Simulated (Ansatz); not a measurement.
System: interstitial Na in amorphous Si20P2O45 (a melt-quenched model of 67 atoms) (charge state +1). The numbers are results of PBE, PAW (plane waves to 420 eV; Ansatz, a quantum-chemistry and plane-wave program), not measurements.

Settings: 67 host sites, the glass model's own volume, the Γ point alone, smearing 0.01 eV, spin-restricted, no image-charge correction. No zero-point or tunnelling terms. This is one neighbourhood of one small, fast-quenched model, and the added charge may sit on a native defect of the glass. The charge state is imposed; whether it is stable for some Fermi level was not computed. Sites that were not tried may lie lower. The start lies 0.063 eV above the lowest site run (PBE).

Barriers: single points on a 2×2×2 k-point mesh shifted by half a step at the bands' geometries.

The step: a concerted move, in which Na travels most (a rearrangement that moves the defect's centre by under 1 Å); the atom moves 0.79 Å along (-0.01, -0.04, 0.07) of the unit cell; the moving atom starts with neighbours O at 2.14, O at 2.45, O at 2.56 Å and ends with O at 2.10, O at 2.36, O at 2.59, O at 2.63, O at 2.65 Å.

**Question.** Estimate the migration barrier of this step that PBE, PAW returns for this input.

**Answer.** 0.041 eV forward and 0.10 eV backward. At the saddle the moving atom has neighbours O at 2.11, O at 2.35, O at 2.66, O at 2.71 Å. The saddle point's order was not checked.
